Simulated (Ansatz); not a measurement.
For CsCl-type BaS (model structure), LDA in Ansatz (plane waves, PAW) gives:

- equilibrium lattice constant a = 3.731 Å
- formation enthalpy = -2.061 eV/atom

Problem. What does PBEsol in Ansatz (PAW) give for the same quantities?

Solution. 
- lattice constant a: 3.770 Å (rises by 1.0 %)
- formation enthalpy: -1.993 eV/atom (moves by +0.068 eV/atom)

Changes are worked out from the printed values.

Unless a cell is named, each level is at its own relaxed cell (LDA 25.97, PBEsol 26.79 Å³/atom).

Ansatz's density-functional and Hartree–Fock values are scalar-relativistic unless marked +SOC, with PAW data made under PBE.

A model structure was made by putting elements into a prototype or built by hand; it is no filed structure, need not be a known phase, and can be a saddle point held by its symmetry.

Ansatz is a first-principles code.
